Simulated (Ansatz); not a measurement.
## C vacancy + 1 H in 4H silicon carbide

Calculation: PBE, PAW (plane waves to 420 eV; Ansatz, an electronic-structure program). Cell: 96 sites, 3×2×1; final energies on a 2×2×2 shifted mesh. Sites at the start: the C(k) site; 1 H on the vacancy's neighbours. Finite-size correction: monopole term and site-potential alignment. Dielectric constants: PBE linear response of the host. Host gap at this level: 2.23 eV. Finite-size and sampling errors can reach tenths of an eV here. PBE underestimates the host's gap, which shifts levels and can delocalise carriers. Spin–orbit coupling is left out. Each state is the lowest found from its start.

Formation energies E_f are given with the Fermi level at the valence-band maximum. Chemical conditions: C-rich (Δμ(C) = 0.00 eV, Δμ(H) = -0.32 eV, bounded by CH4 molecule; only phases computed here count, gases as isolated molecules at 0 K); Si-rich (Δμ(C) = -0.41 eV, Δμ(H) = -0.22 eV, bounded by CH4 molecule; only phases computed here count, gases as isolated molecules at 0 K). Reference phases: C: graphite, H: H2 molecule in a box.

```csv
charge,moment (μB),largest move off a lattice site (Å),image correction with alignment (eV),"E_f, C-rich (eV)","E_f, Si-rich (eV)",above the lowest spin state (eV)
+1†,not spin-polarised,0.22,0.09,–,–,0.00
0,1.0,0.21,0.00,4.78,4.27,0.00
−1,not spin-polarised,0.27,0.24,6.74,6.23,0.00
−1,0.0,0.27,0.24,6.74,6.23,0.00
```

† Not settled in this cell, so no level is given: charge +1: no spin-polarised start tried.

Starting moments that weren't kept: charge −1 began with 2 μB and ended with 0.0.

No other site or start that was run ended lower by more than 0.1 eV.

Transition levels above the valence-band maximum: ε(0/−1) = 1.96 eV. With a charge missing or unsettled, these needn't be thermodynamic levels.

Flagged in the runs: a host whose relaxation on this sampling wasn't shown to rest, a strain field that reaches the edge of the cell.
